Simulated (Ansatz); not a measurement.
Consider TiO$_{2}$ in the rutile structure (space group P4_2/mnm, No. 136; a = 4.591 Å, c = 2.939 Å).

One thing is altered: a hydrostatic pressure of 7.5 GPa.

Calculations: PBEsol (Ansatz, a first-principles code), no spin-orbit coupling.

Base, band edges from the VBM (valence, conduction): A -0.67, 2.62; M -1.08, 1.90; R -1.05, 1.91; X -0.76, 2.55; Z -1.44, 3.01; Γ 0.00, 1.87 eV.

### Question
Give the band edges at the high-symmetry points of the new zone, measured from its valence-band maximum.

### Answer
| point | valence edge (eV) | conduction edge (eV) |
|---|---|---|
| Γ | 0.00 | 1.89 |
| X | -0.80 | 2.61 |
| M | -1.12 | 1.93 |
| Z | -1.48 | 3.13 |
| R | -1.12 | 1.94 |
| A | -0.68 | 2.70 |

The gap is 1.89 eV, direct at Γ.

Load acts through the strain it causes; cell and atoms are relaxed under it. No phonon test of stability was made. Competing high-pressure phases were not computed. All final runs are without spin polarisation.
